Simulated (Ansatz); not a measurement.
Results of r²SCAN-D4 (Ansatz, a program for electronic structure, PAW) for zinc-blende KH (model structure).

Settings: plane-wave cutoff 500 eV, 10×10×10 k mesh, gaussian smearing 0.02 eV, scalar-relativistic PAW data made under PBE.

Cell (relaxed at this level):

KH has the cubic space group F-43m (No. 216), the zinc blende structure, Pearson symbol cF8. Cell: a = 6.164 Å, b = 6.164 Å, c = 6.164 Å, α = 90.00°, β = 90.00°, γ = 90.00°. K on 4a sees 4 H at 2.669 Å (tetrahedral). H on 4d is surrounded by 4 K at 2.669 Å (tetrahedral). (Neighbours: up to the widest gap in distance over summed covalent radii, below 1.35, at either atom; cation-cation and far metal-metal contacts left out.)
(The calculation used a cell of 2 atoms; values per cell refer to that cell.)

Problem. Give the computed band gap.

Solution. 
- band gap: 3.97 eV (on the SCF k mesh)

Note: the relaxation could raise the start's symmetry but not lower it, so the cell can be a saddle point.

Computed values are for the static lattice.

Computing time: around 11 core-seconds (rough).

A model structure was made by putting elements into a prototype or built by hand; it is no filed structure, need not be a known phase, and can be a saddle point held by its symmetry.
